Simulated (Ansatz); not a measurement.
Base system: Mg3SiO in the anti-perovskite structure (space group Pm-3m, No. 221; a = 4.190 Å; a hypothetical phase, not in the database extracts checked).

Method: PBEsol, PAW, 420 eV (Ansatz, a program for electronic structure; no spin-orbit coupling).

Base values:

| Item | Result |
|---|---|
| Lattice parameter a | 4.190 Å |

One thing is altered: hydrostatic tension (pressure −1 GPa).

Task: Estimate the effect on the lattice parameter a.

Result: The lattice parameter a goes up by 0.017 Å, from 4.190 Å to 4.207 Å.

Load acts through the strain it causes; cell and atoms are relaxed under it. Whether these cells are dynamically stable was not tested. The final runs are not spin-polarised.
